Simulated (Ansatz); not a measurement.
Worked example: relaxation of cell and atoms of Ti3Sn (Cmcm, 8 atoms in the cell) in Ansatz (a first-principles code).

Level of theory: PBEsol, default PAW files made with PBE (plane waves; Ansatz).

```
CELL_PARAMETERS angstrom
      2.86638    -5.24855     0.00000
      2.86638     5.24855     0.00000
      0.00000     0.00000     4.74144
ATOMIC_POSITIONS crystal
  Ti 0.17907 0.82093 0.75000
  Ti 0.82093 0.17907 0.25000
  Ti 0.16799 0.31441 0.75000
  Ti 0.83201 0.68559 0.25000
  Ti 0.31441 0.16799 0.25000
  Ti 0.68559 0.83201 0.75000
  Sn 0.66730 0.33270 0.75000
  Sn 0.33270 0.66730 0.25000
```

Reference input (self-consistent single point, DFT, PBEsol, plane waves, default PAW files made with PBE): kpoints.mp_grid.grid = 4 4 5; hamiltonian.xc = pbesol; hamiltonian.pseudopotentials = {kind: paw} (the program's default PAW files); scf.occupations.method = gaussian; scf.occupations.width = 0.0037 Ry. This run's input differs from it in these lines:

Ansatz 0.2 input:
```diff
@@ -14,2 +14,4 @@
     - { symbol: Sn, position: [0.332700, 0.667300, 0.250000] }
+basis:
+  ecutwfc: 43.4 Ry
 kpoints:
@@ -21,2 +23,4 @@
   occupations: { method: gaussian, width: 0.0037 Ry }
+relax:
+  cell: {}
 output:
```

Output, abridged:

```
   [... SCF lines of the steps left out ...]
relax step   1: F+E_penalty+E_count = -26745.74491319 eV  Δ(F+E_penalty+E_count) = +0.000e0 eV  max|allowed force component| = 1.186e-1 eV/Å  Δτ_max = 0.0000 Å  P = -3.461 GPa  Ω = 142.664 Å³  (6 SCF iters, dr2 threshold 1.00e-7 eV, accepted)
relax step   2: F+E_penalty+E_count = -26745.60011168 eV  Δ(F+E_penalty+E_count) = +1.448e-1 eV  max|allowed force component| = 2.037e-1 eV/Å  Δτ_max = 0.0574 Å  P = +8.133 GPa  Ω = 130.955 Å³  energy of the carried Pulay correction = +6.884e-4 eV  [...]
   [... lines left out ...]
relax step   5: F+E_penalty+E_count = -26745.79331941 eV  Δ(F+E_penalty+E_count) = -1.039e-4 eV  max|allowed force component| = 1.206e-3 eV/Å  Δτ_max = 0.0028 Å  P = +0.004 GPa  Ω = 138.612 Å³  energy of the carried Pulay correction = +2.317e-4 eV  [...]
relax step   6: F+E_penalty+E_count = -26745.79307978 eV  Δ(F+E_penalty+E_count) = +2.396e-4 eV  max|allowed force component| = 1.209e-3 eV/Å  Δτ_max = 0.0000 Å  P = +0.004 GPa  Ω = 138.612 Å³  stress off target by 2.80e-2 GPa  SCF on the basis [...]
basis re-selected at this cell: Δ(F+E_penalty+E_count) = +2.396e-4 eV, ΔP = +0.000 GPa vs the last step
the relaxation is at rest under the 8 symmetry operations that the run kept from its start: a minimum is not shown …
Stability not checked: this state was not tested for a lower state beside it, because too few of the mixer's solves of this state at the end of the SCF gave a …
Free energy (F): -26745.793080 eV
Internal energy: -26745.789088 eV  (E = F + TS)
   [... lines left out ...]
Fermi energy:    14.508638 eV
  cell:  # Å, volume = 138.6118 Å³
   [... lines left out ...]
    - { symbol: Ti, position: [0.8325174806563836, 0.6849772728379965, 0.25] }
    - { symbol: Ti, position: [0.31502272716200336, 0.16748251934361597, 0.25] }
    - { symbol: Ti, position: [0.6849772728379965, 0.8325174806563836, 0.75] }
    - { symbol: Sn, position: [0.6675235791467277, 0.3324764208532722, 0.75] }
    - { symbol: Sn, position: [0.3324764208532722, 0.6675235791467277, 0.25] }
```

The run converged.  The full log also holds: “iter 5 did not close the SCF: its close was put off for the readings that it lacked (scf_convergence_deferred on its scf_iter line)”. The full log also holds: “iter 4 did not close the SCF: its close was put off for the readings that it lacked (scf_convergence_deferred on its scf_iter line)”.

Summary of the result:
- Free energy E − TS (on the zero of these files) = -26745.7931 eV
- Fermi level (on the code's own zero) = 14.51 eV
- Pressure = 0.00 GPa
- Largest force (vector length) = 0.001 eV/Å
- Final cell = a = b = 5.9082 Å, c = 4.7012 Å, α = β = 90.00°, γ = 122.37°
- Final volume per atom = 17.33 Å³
- Relaxation steps = 6

The starting cell comes from a database of computed structures (which also holds hypothetical and non-ambient phases and stackings), without a prior relaxation at this level. Spin polarisation is off. The relaxation keeps the symmetry of its start, so its end need not be a minimum. Ansatz's pressure includes its estimate of the finite-basis (Pulay) stress.

Cost on one core of a shared machine: roughly 2 min.
